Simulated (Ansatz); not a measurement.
Si (diamond structure), Σ13 (510) [001] symmetric tilt. One Ge atom replaces one Si atom in a bicrystal of 80 atoms (one solute to 76 Å² of one boundary, a high coverage); atoms relaxed, cell held. Energies count from the site farthest from both boundaries, which lies only 5.4 Å away; negative means that the solute is drawn to the site. The cell is neutral, and spin is allowed where the electrons are odd. k-points: Γ-centred 2×4×1 mesh; occupations: Fermi-Dirac, 0.050 eV; spin polarisation not allowed. Scalar-relativistic, no spin-orbit coupling.

Sites tried, by distance from the nearest boundary plane (Å): 0.06, 0.79, 1.05, 2.15.

Task: Does Ge segregate by Ansatz (a program for electronic structure) with PBE, and with what energy at each site?

Result: 0.06 Å: -0.18 eV; 0.79 Å: -0.25 eV; 1.05 Å: -0.07 eV; 2.15 Å: -0.11 eV. The most favoured site tried binds it by 0.25 eV.
